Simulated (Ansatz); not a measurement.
The structure below was relaxed with PBEsol (Ansatz, a quantum-chemistry and plane-wave program, PAW, no spin-orbit coupling).

Space group P4/mmm (No. 123); a = b = 7.8203 Å, c = 5.6506 Å, α = β = γ = 90.00°

| atom | site | symmetry | x | y | z |
|---|---|---|---|---|---|
| Ba | 1c | 4/mmm | 0.5000 | 0.5000 | 0.0000 |
| Ba | 1a | 4/mmm | 0.0000 | 0.0000 | 0.0000 |
| Ba | 4k | m.2m | 0.2650 | 0.2650 | 0.5000 |
| Si | 2f | mmm. | 0.0000 | 0.5000 | 0.0000 |
| O | 1d | 4/mmm | 0.5000 | 0.5000 | 0.5000 |
| S | 1b | 4/mmm | 0.0000 | 0.0000 | 0.5000 |

Write out a cell with all atoms.


```
Ba6Si2SO
1.0
    7.82030     0.00000     0.00000
    0.00000     7.82030     0.00000
    0.00000     0.00000     5.65056
Ba Si O S
6 2 1 1
Direct
  0.50000   0.50000   0.00000
  0.00000   0.00000   0.00000
  0.73501   0.73501   0.50000
  0.26499   0.26499   0.50000
  0.73501   0.26499   0.50000
  0.26499   0.73501   0.50000
  0.00000   0.50000   0.00000
  0.50000   0.00000   0.00000
  0.50000   0.50000   0.50000
  0.00000   0.00000   0.50000
```
This is the conventional cell.

These are small ordered cells, not random alloys; other orderings at the same x differ. Whether these cells are dynamically stable was not tested. All final runs are without spin polarisation. The cell was made from Ba3SiO by this change: x(S) = 0.5, 10 atoms, P4/mmm.
